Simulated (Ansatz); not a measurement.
Results of PBEsol+SOC in Ansatz (PAW) for Zr2N2O (C2/m, No. 12, 15 atoms in the cell; start mp-755368).

Settings: plane-wave cutoff 520 eV, 10×10×4 k mesh (along the axes of the cell as run), Fermi–Dirac smearing 0.01 eV, PAW data made under PBE.

Cell (relaxed with PBEsol):

```cif
data_N12O6Zr12
_chemical_formula_sum 'Zr12 N12 O6'
_space_group_name_H-M_alt 'C2/m'
_space_group_IT_number 12
_space_group_name_Hall '-C 2y'
_cell_length_a 13.55731
_cell_length_b 3.27944
_cell_length_c 8.19230
_cell_angle_alpha 90.000
_cell_angle_beta 100.319
_cell_angle_gamma 90.000
loop_
_space_group_symop_operation_xyz
  'x, y, z'
  '-x, -y, -z'
  '-x, y, -z'
  'x, -y, z'
  'x+1/2, y+1/2, z'
  '-x+1/2, -y+1/2, -z'
  '-x+1/2, y+1/2, -z'
  'x+1/2, -y+1/2, z'
loop_
_atom_site_label
_atom_site_type_symbol
_atom_site_symmetry_multiplicity
_atom_site_Wyckoff_symbol
_atom_site_fract_x
_atom_site_fract_y
_atom_site_fract_z
_atom_site_occupancy
Zr1 Zr 4 i 0.03139 0.00000 0.80753 1
Zr2 Zr 4 i 0.37026 0.00000 0.52555 1
Zr3 Zr 4 i 0.19439 0.50000 0.13143 1
N1 N 4 i 0.46563 0.00000 0.34392 1
N2 N 4 i 0.32758 0.50000 0.03381 1
N3 N 4 i 0.12671 0.00000 0.28716 1
O1 O 4 i 0.20983 0.00000 0.61946 1
O2 O 2 b 0.00000 0.50000 0.00000 1
```
(The calculation used a cell of 15 atoms; values per cell refer to that cell.)

**Question.** Give the computed band gap, smallest direct gap on the k points sampled and Γ–Γ gap.

**Answer.** 
* **band gap**: 1.73 eV (indirect)
* **smallest direct gap on the k points sampled**: 2.00 eV
* **Γ–Γ gap**: 2.15 eV

The computed numbers hold no vibrational or temperature effects.

A start named mp-… is a Materials Project structure, which need not be a measured phase.

Ansatz is a program for electronic structure.
